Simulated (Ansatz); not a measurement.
Worked example: relaxation of the atoms of ReOs₂ (I4/mmm, 3 atoms in the cell) in Ansatz (a program for electronic structure).

Method of the run: PBE (plane waves, PAW; Ansatz).

```
CELL_PARAMETERS angstrom
     -1.67262     1.67262     4.09382
      1.67262    -1.67262     4.09382
      1.67262     1.67262    -4.09382
ATOMIC_POSITIONS crystal
  Re 0.00000 0.00000 0.00000
  Os 0.33530 0.33530 0.00000
  Os 0.66470 0.66470 0.00000
```

Reference input (self-consistent single point, DFT, PBE, plane waves, default PAW files): basis.ecutwfc = 420 eV; kpoints.mp_grid.grid = 9 9 9; kpoints.mp_grid.shift = 0.5 0.5 0.5; hamiltonian.xc = pbe; hamiltonian.pseudopotentials = {kind: paw} (the program's default PAW files); scf.occupations.method = fermi_dirac; scf.occupations.width = 0.1 eV. This run's input differs from it in these lines:

```diff
@@ -19,2 +19,3 @@
   occupations: { method: fermi_dirac, width: 0.1 }
+relax: {}
 output:
```

The program printed (abridged):

```
   [... SCF lines of the steps left out ...]
relax step   1: F+E_penalty+E_count = -33635.35186333 eV  Δ(F+E_penalty+E_count) = +0.000e0 eV  max|allowed force component| = 1.028e-1 eV/Å  Δτ_max = 0.0000 Å  (6 SCF iters, dr2 threshold 2.50e-6 eV, accepted)
relax step   2: F+E_penalty+E_count = -33635.35229515 eV  Δ(F+E_penalty+E_count) = -4.318e-4 eV  max|allowed force component| = 4.609e-2 eV/Å  Δτ_max = 0.0078 Å  (6 SCF iters, dr2 threshold 6.61e-7 eV, accepted)
relax step   3: F+E_penalty+E_count = -33635.35240788 eV  Δ(F+E_penalty+E_count) = -1.127e-4 eV  max|allowed force component| = 3.732e-4 eV/Å  Δτ_max = 0.0024 Å  (6 SCF iters, dr2 threshold 1.33e-7 eV, accepted)
relax step   4: F+E_penalty+E_count = -33635.35240788 eV  Δ(F+E_penalty+E_count) = -7.276e-12 eV  max|allowed force component| = 3.728e-4 eV/Å  Δτ_max = 0.0000 Å  (6 SCF iters, accepted)
the relaxation is at rest under the 16 symmetry operations that the run kept from its start: a minimum is not shown …
Stability not checked: this state was not tested for a lower state beside it, because too few of the mixer's solves of this state at the end of the SCF gave a …
Free energy (F): -33635.352408 eV
Internal energy: -33635.185595 eV  (E = F + TS)
E sigma→0 (E₀):  -33635.269001 eV
Entropy (-TS):   -0.166813 eV (-55.604 meV/atom)
Fermi energy:    23.532185 eV
--- Forces (eV/Å), atoms counted from 1 ---
  atom   1  Re     0.00000000     0.00000000    -0.00000000
   [... lines left out ...]
  F+E_penalty+E_count = -33635.35240788 eV   max|allowed force component| = 3.728e-4 eV/Å
  atoms:
    - { symbol: Re, position: [7.062371848313392e-20, 7.062371848313395e-20, 2.2189264986767708e-35] }
    - { symbol: Os, position: [0.3346477890338378, 0.3346477890338378, -1.0195067696623e-35] }
    - { symbol: Os, position: [0.6653522109661623, 0.6653522109661623, -1.1994197290144706e-35] }
```

The run converged.  The full log also holds: “iter 5 did not close the SCF: its close was put off for the readings that it lacked (scf_convergence_deferred on its scf_iter line)”. The full log also holds: “iter 4 did not close the SCF: its close was put off for the readings that it lacked (scf_convergence_deferred on its scf_iter line)”.

Summary of the result:
* **Free energy E − TS (on the zero of these files)**: -33635.3524 eV
* **Fermi level (on the code's own zero)**: 23.53 eV
* **Pressure**: -5.37 GPa
* **Relaxation steps**: 4

The starting cell was generated: these elements placed on a structure prototype, without a prior relaxation; it need not be a known phase or ordering of this composition. Spin polarisation is off. The relaxation keeps the symmetry of its start, so its end need not be a minimum. Ansatz's pressure includes its estimate of the finite-basis (Pulay) stress.

Keys are those of Ansatz 0.2.
